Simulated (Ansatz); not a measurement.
beta Ga2O3: the defect Al on the Ga site

Level of theory: PBE, PAW (plane waves to 420 eV; Ansatz, an electronic-structure program). A supercell of 120 sites (1×3×2 repeats of a cell of 20 atoms) was used; the energies come from a 2×2×2 shifted sampling of its zone. Site at the start: the Ga(1) site. Finite-size correction: monopole term and site-potential alignment. Dielectric constants: PBE linear response of the host. Host gap at this level: 2.01 eV. These values are not converged in cell size to better than tenths of an eV. Levels are measured in PBE's own, too narrow, gap. Spin–orbit coupling is left out. Each state is the lowest found from its start.

Formation energies E_f are given with the Fermi level at the valence-band maximum. Chemical conditions: Ga-rich (Δμ(Ga) = 0.00 eV, Δμ(Al) = -2.89 eV, bounded by corundum; only phases computed here count, gases as isolated molecules at 0 K); O-rich (Δμ(Ga) = -4.56 eV, Δμ(Al) = -7.45 eV, bounded by corundum; only phases computed here count, gases as isolated molecules at 0 K). Reference phases: Al: fcc Al, Ga: alpha gallium.

Charges with a result: +1, 0, −1. Others weren't obtained, and one of them could lie lower, also by skipping a charge.

```json
[
 {"charge": "+1*", "moment (μB)": "fractional", "point group": "–", "largest move off a lattice site (Å)": "0.08", "image correction with alignment (eV)": "–", "E_f, Ga-rich (eV)": "–", "E_f, O-rich (eV)": "–"},
 {"charge": "0", "moment (μB)": "not spin-polarised", "point group": "Cs", "largest move off a lattice site (Å)": "0.08", "image correction with alignment (eV)": "0.00", "E_f, Ga-rich (eV)": "0.15", "E_f, O-rich (eV)": "0.15"},
 {"charge": "−1*", "moment (μB)": "quenched", "point group": "Cs", "largest move off a lattice site (Å)": "0.08", "image correction with alignment (eV)": "–", "E_f, Ga-rich (eV)": "–", "E_f, O-rich (eV)": "–"}
]
```

* At this level the carrier isn't localised at the defect: at charge +1 holes occupy the valence band; at charge −1 electrons occupy the conduction band. Such a state is shallow or no state of the defect, and this cell gives it no level.

Point groups are those of the whole cell at tolerances of 0.03 and 0.1 Å ("near" where only the looser one holds); none is given for unsettled states.

Starting moments that weren't kept: charge −1 began with 1 μB and ended with 0.0.

Not the lowest form: the same atoms on another site or from another start ended lower, by 0.11 eV at charge 0.

Flagged in the runs: a host whose relaxation on this sampling wasn't shown to rest.
